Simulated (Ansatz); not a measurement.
Structures of equal composition on the (111) surface of fcc Ag: a layer of Sn in place of the second plane; a layer of Sn in place of the third plane. The slabs share one bottom face, and each structure is named by its start. These are constructed structures in small cells; real faces may alloy, dewet or reconstruct in larger ones, and not all known structures of the face are among them. Slabs of about 12 Å, Fermi-Dirac smearing of 0.1 eV. Bottom of the slabs: a bare face, its two planes held. Relaxed from the named starts with such symmetry as they have, on meshes of like density; energies extrapolated to zero smearing; spin only where a row says so; no spin-orbit coupling, no U. Brackets mark spin-polarised runs, whose order is one that fits the cell.

Method: PBE (plane waves to 420 eV, PAW; Ansatz, a program for electronic structure).

Q: Put the candidates in order of energy per 1x1 cell, lowest first, for PBE.

A: a layer of Sn in place of the second plane (0.000 eV), a layer of Sn in place of the third plane (0.054 eV)
